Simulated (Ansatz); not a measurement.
Consider GaSb in the zinc blende structure (space group F-43m, No. 216; a = 6.214 Å).

The values are results of Ansatz (a program for electronic structure) PBE, scalar-relativistic without spin-orbit coupling, not measurements.

Before the change:

| Item | Result |
|---|---|
| Volume per atom | 29.99 Å³ |

Perturbation: cell and atoms relaxed at a pressure of 4.2 GPa.

Task: What does the calculation give for the valley order after the change?

Result: The valley order (the lowest conduction-band minima on the path, energy above the VBM, named in the base's zone) amounts to Γ 0.26 eV; L along ⟨111⟩ 0.47 eV; a point along ⟨100⟩, about 0.9 Å⁻¹ from Γ 0.83 eV.

Task: What does the calculation give for the volume per atom after the change?

Result: The volume per atom decreases by 2.25 Å³ (29.99 Å³ → 27.74 Å³).

Spin-orbit coupling, missing from the scalar runs, can matter with Sb. The levels and masses belong to the bands next to the band gap. Load acts through the strain it causes; cell and atoms are relaxed under it. No phonon test of stability was made. Tetrahedral semiconductors of this kind turn to denser phases somewhere between about 1 and 50 GPa; those were not computed, so compressed cells here can lie past the real transition. The final runs are not spin-polarised.
